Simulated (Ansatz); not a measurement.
This concerns the energy of the reaction as written. Reaction: 3/4 cell B + 1/8 Cl2 (gas) → cell A. Negative: the products are lower in energy.

Cell A: a slab of Ru (hcp, P6₃/mmc) cut along (0001), 25 atoms, hexagonal cell of 4.71 Å (19.2 Å²), symmetry P31m within 0.02 Å, 16.8 Å thick under 16 Å of vacuum, in-plane vectors held at the crystal's; planes from bottom to top: Ru3 × 8 | Cl, its two faces unlike (dipole correction applied); added, foreign or displaced atoms, above the top plane: Cl bound to 3 Ru at 2.49 Å; spin state with PBE: run without spin, k-point mesh 11×11×1.
```xyz
25
Lattice="4.7145 0.0000 0.0000 2.3573 4.0829 0.0000 0.0000 0.0000 32.9294" Properties=species:S:1:pos:R:3 pbc="T T T"
Ru     3.9285     1.3610     8.0999
Ru     0.0000     0.0001    10.1628
Ru     3.9287     1.3610    12.3168
Ru     0.0005     0.0009    14.4727
Ru     3.9297     1.3610    16.6144
Ru    -0.0010    -0.0017    18.7689
Ru     3.9256     1.3610    20.9289
Ru     0.0095     0.0164    22.9843
Ru     1.5716     2.7222     8.0999
Ru     2.3572     1.3610    10.1628
Ru     1.5715     2.7220    12.3168
Ru     2.3562     1.3610    14.4727
Ru     1.5711     2.7212    16.6144
Ru     2.3592     1.3610    18.7689
Ru     1.5731     2.7247    20.9289
Ru     2.3383     1.3610    22.9843
Ru     3.9289     4.0827     8.0999
Ru     4.7146     2.7219    10.1628
Ru     3.9288     4.0828    12.3168
Ru     4.7150     2.7211    14.4727
Ru     3.9283     4.0837    16.6144
Ru     4.7135     2.7236    18.7689
Ru     3.9304     4.0802    20.9289
Ru     4.7240     2.7055    22.9843
Cl     0.7858     1.3610    24.9371
```

Cell B: a slab of Ru (hcp, P6₃/mmc) cut along (0001), 33 atoms, hexagonal cell of 5.44 Å (25.7 Å²), symmetry P3m1 within 0.02 Å, 16.8 Å thick under 16 Å of vacuum, in-plane vectors held at the crystal's; planes from bottom to top: Ru4 × 8 | Cl, its two faces unlike (dipole correction applied); added, foreign or displaced atoms, above the top plane: Cl bound to 3 Ru at 2.50 Å; spin state with PBE: run without spin, k-point mesh 8×8×1.
```yaml
crystal:
  lattice:
    - [5.44387, 0.00000, 0.00000]
    - [2.72194, 4.71453, 0.00000]
    - [0.00000, 0.00000, 32.92940]
  atoms:
    - { symbol: Ru, position: [0.83323, 0.33338, 0.24626] }
    - { symbol: Ru, position: [0.33338, 0.33338, 0.24626] }
    - { symbol: Ru, position: [0.83333, 0.83333, 0.24624] }
    - { symbol: Ru, position: [0.33338, 0.83323, 0.24626] }
    - { symbol: Ru, position: [0.00000, 0.00000, 0.30886] }
    - { symbol: Ru, position: [0.50000, 0.00000, 0.30886] }
    - { symbol: Ru, position: [0.00000, 0.50000, 0.30886] }
    - { symbol: Ru, position: [0.50000, 0.50000, 0.30891] }
    - { symbol: Ru, position: [0.83323, 0.33339, 0.37429] }
    - { symbol: Ru, position: [0.33339, 0.33339, 0.37429] }
    - { symbol: Ru, position: [0.83333, 0.83333, 0.37437] }
    - { symbol: Ru, position: [0.33339, 0.83323, 0.37429] }
    - { symbol: Ru, position: [0.00010, 0.00010, 0.43943] }
    - { symbol: Ru, position: [0.49979, 0.00010, 0.43943] }
    - { symbol: Ru, position: [0.00010, 0.49979, 0.43943] }
    - { symbol: Ru, position: [0.50000, 0.50000, 0.43958] }
    - { symbol: Ru, position: [0.83360, 0.33320, 0.50460] }
    - { symbol: Ru, position: [0.33320, 0.33320, 0.50460] }
    - { symbol: Ru, position: [0.83333, 0.83333, 0.50461] }
    - { symbol: Ru, position: [0.33320, 0.83360, 0.50460] }
    - { symbol: Ru, position: [0.99948, 0.99948, 0.56958] }
    - { symbol: Ru, position: [0.50103, 0.99948, 0.56958] }
    - { symbol: Ru, position: [0.99948, 0.50103, 0.56958] }
    - { symbol: Ru, position: [0.50000, 0.50000, 0.56983] }
    - { symbol: Ru, position: [0.83193, 0.33404, 0.63513] }
    - { symbol: Ru, position: [0.33404, 0.33404, 0.63513] }
    - { symbol: Ru, position: [0.83333, 0.83333, 0.63601] }
    - { symbol: Ru, position: [0.33404, 0.83193, 0.63513] }
    - { symbol: Ru, position: [0.00244, 0.00244, 0.69790] }
    - { symbol: Ru, position: [0.49511, 0.00244, 0.69790] }
    - { symbol: Ru, position: [0.00244, 0.49511, 0.69790] }
    - { symbol: Ru, position: [0.50000, 0.50000, 0.69709] }
    - { symbol: Cl, position: [0.16667, 0.16667, 0.75748] }
```

Reference: an isolated Cl2 molecule (singlet) in a box of 11 × 11 × 14 Å.

Plane-wave PAW calculations with Ansatz (a quantum-chemistry and plane-wave program), its default PAW set, cutoff 420 eV, 500 eV for r2SCAN. The structures are at rest with PBE, within the held lattices; other levels are single points on them. Neutral cells; Fermi-Dirac smearing of at most 0.10 eV in the solids, energies taken to zero width. The lattices are those relaxed with PBE, so at other levels the solids can be strained, which adds to the spread. Larger cells are relaxed from a start prepared with the learned potential CHGNet, on a coarser mesh till forces fall under 0.03 eV/Å, which some starts already meet. A dispersion term (D3(BJ), or D4 for r2SCAN) was computed beside these levels and is taken off wherever the name lacks it. The PAW files were made for PBE and serve at the other functionals too. Space groups of crystals are read within 0.01 Å. Static lattices, no vibrational contributions. No structure search was made; lower ones may exist. No Hubbard U is applied. Values are for these cell sizes. The cells' k-point meshes differ in density, so the last digit is unsettled. Cell A has symmetry P31m within 0.02 Å and got no random move, so less symmetric positions, which may lie lower, weren't tried. Cell B has symmetry P3m1 within 0.02 Å and got no random move, so less symmetric positions, which may lie lower, weren't tried.

Levels: PBE, PBE+D3(BJ), LDA, RPBE, r2SCAN, r2SCAN+D4.

Q: Do the levels agree on the sign?

A: downhill: PBE (-0.62), PBE+D3(BJ) (-0.71), LDA (-0.74), RPBE (-0.56), r2SCAN (-0.69), r2SCAN+D4 (-0.73) (values in eV; within 0.10 eV of zero counts as too close to call). The levels shown span 0.18 eV, from LDA (-0.74) to RPBE (-0.56).
